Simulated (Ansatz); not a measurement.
The parent structure is CuI in the zinc blende structure (space group F-43m, No. 216; a = 6.079 Å).

(Cell as relaxed with PBE.)

Levels (all Ansatz, a program for electronic structure, PAW): PBE (420 eV, spin-orbit coupling left out); PBEsol (420 eV, spin-orbit coupling left out).

Each level relaxes its own structure.

```csv
base,PBE,PBEsol
volume per atom,28.09 Å³,26.19 Å³
lattice parameter a,6.079 Å,5.939 Å
band gap,1.10 eV,1.17 eV
```

The change: cell and atoms relaxed at a pressure of 9 GPa.

| quantity | PBE | PBEsol |
|---|---|---|
| electron mass | 0.16 mₑ (at Γ) | … |
| valley order (the lowest conduction-band minima on the path, energy above the VBM, named in the base's zone) | Γ 1.56 eV; L along ⟨111⟩ 2.26 eV; X along ⟨100⟩ 2.39 eV | … |
| hole mass (degenerate bands, along [100]) | 0.22, 0.54, 0.54 mₑ (at Γ) | … |
| shift of the gap caused by the change | +0.45 eV | … |

Problem. Given the PBE results, estimate those of PBEsol.

Solution. 
- electron mass, PBEsol: 0.15 mₑ (at Γ)
- valley order (the lowest conduction-band minima on the path, energy above the VBM, named in the base's zone), PBEsol: Γ 1.58 eV; X along ⟨100⟩ 2.18 eV; L along ⟨111⟩ 2.21 eV
- hole mass (degenerate bands, along [100]), PBEsol: 0.20, 0.49, 0.49 mₑ (at Γ)
- shift of the gap caused by the change, PBEsol: +0.41 eV

They order the valleys differently; PBE's shift of the gap caused by the change lies 0.047 eV above PBEsol's. Neither level is exact; PBEsol is the comparison here, not a measurement.

Spin-orbit coupling, missing from the scalar runs, can matter with I. Load acts through the strain it causes; cell and atoms are relaxed under it. Masses are band curvatures over ±0.01 Å⁻¹ around the edge. Whether these cells are dynamically stable was not tested. Tetrahedral semiconductors of this kind turn to denser phases somewhere between about 1 and 50 GPa; those were not computed, so compressed cells here can lie past the real transition. The final runs are not spin-polarised.
